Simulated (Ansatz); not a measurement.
Ta3N5 (Cmcm), PBEsol, rigid bands (Ansatz, a program for electronic structure): N_c = 1.40e19 cm⁻³ at 300 K and an electron conductivity mass of 0.187 mₑ along x (a = (1.94, -5.11, 0.00) Å; b = (1.94, 5.11, 0.00) Å; c = (0.00, 0.00, 10.24) Å).

**Question.** For 1e17 electrons per cm³ at 300 K, place the Fermi level, estimate the Seebeck coefficient of a parabolic band with constant τ, and give mobility and conductivity for τ = 5 fs.

**Answer.** The level lies k_BT ln(N_c/n) = 0.128 eV below the conduction-band minimum. S ≈ −(k_B/e)[ln(N_c/n) + 5/2] = -641 μV/K, against -639 μV/K from the full bands (mean over directions). μ = eτ/m = 47.0 cm²/(V·s) and σ = neμ = 0.753 S/cm. τ is assumed, not computed.

Band transport and this doping are assumed; polarons and phonon drag are left out. Spin-orbit coupling is left out; with 5d elements it also splits d-like band edges.

Formula and space group known from diffraction (Crystallography Open Database), not checked to be the room-temperature form: Ta3N5 (Cmcm).
